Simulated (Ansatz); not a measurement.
Start from SiC in the wurtzite structure (space group P6_3mc, No. 186; a = 3.0759 Å, c = 5.0477 Å). Axes: x lies along a and z along c of the hexagonal cell.

Computed with PBEsol (Ansatz, a first-principles code, PAW, spin-orbit coupling left out).

Strains are applied to the cell and any free atomic positions relax; under biaxial strain the out-of-plane vector relaxes too.

One change was made to it. Results:

```json
[
 {"quantity": "valence-band top at Γ (three highest levels, from the VBM)", "base": "0.00, 0.00, -0.11 eV", "after": "0.00, 0.00, -0.77 eV"},
 {"quantity": "volume per atom", "base": "10.34 Å³", "after": "9.60 Å³"},
 {"quantity": "pressure (mean of the normal stresses, compression positive)", "base": "0.01 GPa", "after": "19.28 GPa"},
 {"quantity": "electron mass", "base": "0.26 mₑ along c, 0.43 mₑ across (at K)", "after": "0.26 mₑ out of plane, 0.40 mₑ in plane (at K)"}
]
```

Task: Which change produced these results?
A) isotropic strain +1.12 %
B) biaxial strain −4.09 %, plane normal [001], relaxed out of plane
C) biaxial strain −2.58 %, plane normal [001], relaxed out of plane

Result: B, biaxial strain −4.09 %, plane normal [001], relaxed out of plane. For comparison, the valence-band top at Γ in the other runs: isotropic strain +1.12 % gives 0.00, 0.00, -0.11 eV; biaxial strain −2.58 %, plane normal [001], relaxed out of plane gives 0.00, 0.00, -0.49 eV.

The levels and masses belong to the bands next to the band gap. Effective masses come from finite differences of ±0.01 Å⁻¹. No phonon test of stability was made.
